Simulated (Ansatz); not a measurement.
The parent structure is W in the bcc (W type) structure (space group Im-3m, No. 229; a = 3.154 Å).

Perturbation: full substitution W → Hf, then cell and atoms are relaxed.

Levels (all Ansatz, an electronic-structure program, PAW): PBEsol (420 eV, without spin-orbit coupling); PBEsol+SOC (420 eV, with spin-orbit coupling).

The geometry is relaxed with PBEsol.

```
Item              Result
---------------  -------
PBEsol pressure  0.0 GPa
```

### Question
Predict the pressure from PBEsol+SOC.

### Answer
The pressure goes from zero to -0.4 GPa.

Single points use the geometry relaxed with PBEsol. The spin-orbit shifts are approximate. Stability against distortions was not tested. The runs without spin-orbit coupling are not spin-polarised. This is not the structure that Hf has at room temperature and ambient pressure.
